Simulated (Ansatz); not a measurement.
## BAs under a change: pressure 0.9 GPa

Consider BAs in the zinc blende structure (space group F-43m, No. 216; a = 4.7679 Å).

Perturbation: a hydrostatic pressure of 0.9 GPa.

The values are results of Kohn–Sham DFT with the PBEsol functional, run in Ansatz (a first-principles code) with PAW and 420 eV plane waves, no spin-orbit coupling, not measurements. Γ-centred 12×12×12 mesh, Fermi–Dirac width 0.05 eV.

- Volume per atom: 13.46 Å³ (base 13.55 Å³)
- Density: 5.29 g/cm³ (base 5.25 g/cm³)
- Lattice parameter a: 4.758 Å (base 4.768 Å)
- Shortest interatomic distance: 2.060 Å (base 2.065 Å)
- Enthalpy H = E + PV relative to the base's energy: +0.08 eV/atom
- Band gap: 1.08 eV (base 1.08 eV)
- Gap character: indirect, Γ → Γ–X (82 % along) (base indirect, Γ → Γ–X (82 % along))
- Smallest direct gap: 3.26 eV (base 3.25 eV)
- Width of the top valence band: 5.31 eV (base 5.27 eV)
- Electron mass: 1.0 mₑ along k, 0.21 mₑ across (off the special points) (base 1.1 mₑ along k, 0.21 mₑ across (off the special points))
- Hole mass (degenerate bands, along [100]): 0.23 mₑ (at Γ) (base 0.23 mₑ (at Γ))

Cost of the whole job for the changed cell (relaxation, final SCF and bands): around 15 core-seconds (rough).

Load acts through the strain it causes; cell and atoms are relaxed under it. Effective masses come from finite differences of ±0.01 Å⁻¹. Along k means along the line from Γ to the band edge. Stability against distortions was not tested.
